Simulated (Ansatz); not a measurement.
## A self-consistent single point of Si2CaCu2 (I4/mmm, 5 atoms in the cell) with Ansatz

Level of theory: LDA (PW92), default PAW files made with PBE (plane waves; Ansatz, a quantum-chemistry and plane-wave program).

This input was run:

Ansatz 0.2 input:
```yaml
crystal:
  lattice:
    - [-2.020000, 2.020000, 5.000000]
    - [2.020000, -2.020000, 5.000000]
    - [2.020000, 2.020000, -5.000000]
  atoms:
    - { symbol: Si, position_ang: [-0.000000, 0.000000, 3.840000] }
    - { symbol: Si, position_ang: [-0.000000, 0.000000, 6.160000] }
    - { symbol: Ca, position_ang: [0.000000, 0.000000, 0.000000] }
    - { symbol: Cu, position_ang: [-0.000000, 2.020000, 2.500000] }
    - { symbol: Cu, position_ang: [2.020000, 0.000000, 2.500000] }
kpoints:
  mp_grid:
    grid: [11, 11, 11]
hamiltonian:
  xc: lda
  pseudopotentials:
    kind: paw
scf:
  occupations:
    method: methfessel_paxton
    width: 0.1
output:
  forces: true
  eigenvalues: true
  stress: true
```

Log, with long lists cut:

```
WARN basis.ecutwfc = 420 eV, the default
WARN ansatz: RAYON_NUM_THREADS=1 ignored (pool sized by the plan → 1); use --threads N
basis.fft_grid_basis auto: the FFT boxes are laid along the combinations [[1, 0, 1], [0, 1, 1], [0, 0, 1]] of the cell's own vectors, 4.040, 4.040 and 5.759 Å …
Pseudopotentials: kind: paw
Pseudopotential: Si, paw, valence charge 4
Pseudopotential: Ca, paw, valence charge 10
Pseudopotential: Cu, paw, valence charge 19
Crystal: 5 atoms, lattice volume = 81.608 Å³
Basis set: ecut = 420 eV, 1621 PW (Γ), FFT grids on a1+a3, a2+a3, a3
Bands: 34, of which v1, the nominal top of the filled ones, is band 28 counted from 1 (27 counted from 0)
Symmetry: 16 space group operations
Space group: I4/mmm (ITA 139), of the structure as read, at distance tolerance 4.3e-5 Å
k-points: 126 of 1331
PAW frozen core: Si, regenerated for the run's functional, and the local potential with it
PAW frozen core: Ca, regenerated for the run's functional, and the local potential with it
PAW frozen core: Cu, regenerated for the run's functional, and the local potential with it
Initial density: superposition of atomic densities (neutral atoms: chi_scale 0, normalization atom), corrected by the library's trained network
Initial wavefunctions: pseudopotential atomic-orbital guess
Eigensolver: davidson
Functional: x = slater, c = lda
SCF iter   1: F=—  HF=-16103.578628 eV  |F-HF|=—  |Δ(HF+E_count)|=         —  Δρ=8.23e-3  dr2=3.21e-2  ethr=1.77e-3  ⟨swp⟩=7.4  Hψ=19734  notcnv=0  defer=13
all-band conjugate gradients solve this SCF's bands
preconditioner: auto → Kerker (q_TF=auto, 2.562 Å⁻¹)
SCF iter   2: F=—  HF=-16103.570294 eV  |F-HF|=—  |Δ(HF+E_count)|=   8.33e-3  S|Δr|=    0.00e0  Δρ=2.86e-3  dr2=1.06e-2  ethr=5.73e-5  ⟨swp⟩=2.1  Hψ=7616  notcnv=0  defer=64
SCF iter   3: F=—  HF=-16103.568963 eV  |F-HF|=—  |Δ(HF+E_count)|=   1.33e-3  S|Δr|=    0.00e0  Δρ=1.81e-3  dr2=3.30e-3  ethr=1.90e-5  ⟨swp⟩=1.2  Hψ=4123  notcnv=0  defer=64
SCF iter   4: F=—  HF=-16103.568293 eV  |F-HF|=—  |Δ(HF+E_count)|=   6.70e-4  S|Δr|=    0.00e0  Δρ=3.09e-4  dr2=1.10e-4  ethr=5.89e-6  ⟨swp⟩=2.1  Hψ=5929  notcnv=0  defer=64
SCF iter   5: F=—  HF=-16103.568272 eV  |F-HF|=—  |Δ(HF+E_count)|=   2.09e-5  S|Δr|=    0.00e0  Δρ=7.74e-5  dr2=6.09e-6  ethr=1.96e-7  ⟨swp⟩=2.0  Hψ=6137  notcnv=0  defer=64
SCF iter   6: F=—  HF=-16103.568271 eV  |F-HF|=—  |Δ(HF+E_count)|=   1.59e-6  S|Δr|=    0.00e0  Δρ=2.06e-5  dr2=5.21e-7  ethr=1.09e-8  ⟨swp⟩=2.0  Hψ=6129  notcnv=0  defer=71
SCF iter   7: F=-16103.568270 eV  HF=-16103.568270 eV  |F-HF|=2.46e-8  |Δ(HF+E_count)|=   8.75e-8  S|Δr|=    0.00e0  Δρ=6.14e-6  dr2=3.98e-8  ethr=1.79e-10  ⟨swp⟩=8.5  Hψ=19211  notcnv=0
SCF 1 converged in 7 iterations: F = -16103.568270 eV  dr2 = 3.98e-8
SCF converged after 7 iterations
Stability not checked (fill_not_monotonic)
Free energy (F): -16103.568270 eV
Harris-Foulkes:  -16103.568270 eV  (|F-HF|=2.46e-8)
Internal energy: -16103.566547 eV  (E = F + TS)
E sigma→0 (E₀):  -16103.567840 eV
Entropy (-TS):   -0.001724 eV (-0.345 meV/atom)
Fermi energy:    10.584818 eV
--- Per-component energies (eV) ---
  E_band       = -1022.902643
  E_kinetic    = 961.083091
  E_local      = -12051.015509  (includes V_loc(G=0)·N_el)
  E_nonlocal   = 903.789298
  E_hartree    = 5315.270153
  E_xc         = -425.240582
  E_vxc        = -498.295989  (∫ρ·V_xc dr)
  E_paw        = -4971.113501  (= ΣΔE_a)
  E_vpaw       = -968.987725  (= ΣTr[D̂ρ^β])
  E_aug_tail   = 0.000410  (compensation charges beyond the density's cutoff)
  E_ewald      = -5837.691053
  E_core_change = 1.351147  (= ΣΔE_core)
  E_smearing   = -0.001724  (= −TS)
  E_closure    = 0.000000  (closes the sum)
  Σ components = -16103.568270   (vs F -16103.568270, Δ=0.00e0)
--- Forces (eV/Å), atoms counted from 1 ---
  atom   1  Si     0.00000000     0.00000000    -0.77748217
  atom   2  Si    -0.00000000     0.00000000     0.77748217
  atom   3  Ca    -0.00000000     0.00000000     0.00000000
  atom   4  Cu     0.00000000     0.00000000     0.00000000
  atom   5  Cu    -0.00000000     0.00000000     0.00000000
  max |Σ_I F_I| component: 5.55e-16 eV/Å
--- Stress (GPa, compression-positive) ---
       -7.003985       0.000000       0.000000
        0.000000      -7.003985       0.000000
        0.000000      -0.000000      -6.495864
  P = ⅓ Tr σ = -6.8346 GPa (-68.346 kbar)
  The stress holds the Pulay correction. Without it, at fixed plane waves, as pw.x and ABINIT print it: P = -6.8874 GPa
--- Band table (eV; the first three rows and the last of 126) ---
  k-point 0: bands = ["-101.6443", "-101.6426", "-59.4789", "-59.4765", "-59.4440", "-59.4440", "-59.4304", "-59.4304", "-29.2488", "-10.5638", "-10.5408", "-10.5408", "-0.0167", "4.0870", "5.0089", "6.5321", "6.5321", "6.6854", "7.2800", "7.4016", [...]
  k-point 1: bands = ["-101.6443", "-101.6426", "-59.4788", "-59.4766", "-59.4441", "-59.4428", "-59.4316", "-59.4303", "-29.2482", "-10.5623", "-10.5481", "-10.5462", "0.1145", "4.0741", "5.1062", "6.4330", "6.5683", "6.7384", "7.1118", "7.3647", [...]
  k-point 2: bands = ["-101.6441", "-101.6428", "-59.4786", "-59.4769", "-59.4444", "-59.4397", "-59.4347", "-59.4301", "-29.2464", "-10.5661", "-10.5604", "-10.5584", "0.4799", "4.0491", "5.3161", "6.2584", "6.6728", "6.8440", "6.9941", "7.0536", [...]
  k-point 125: bands = ["-101.6443", "-101.6426", "-59.4789", "-59.4766", "-59.4437", "-59.4437", "-59.4307", "-59.4307", "-29.2483", "-10.5720", "-10.5481", "-10.5402", "1.2644", "1.4893", "5.9034", "6.5891", "6.6007", "6.7244", "6.9699", "7.2007", [...]
```

The run converged in 7 iterations.

The starting cell comes from a database of published, mostly measured structures (it also holds non-ambient and calculated ones), without a prior relaxation at this level. Spin polarisation is off. With a pressure of about -7 GPa the cell is away from its equilibrium volume at this level. Ansatz's pressure includes its estimate of the finite-basis (Pulay) stress.
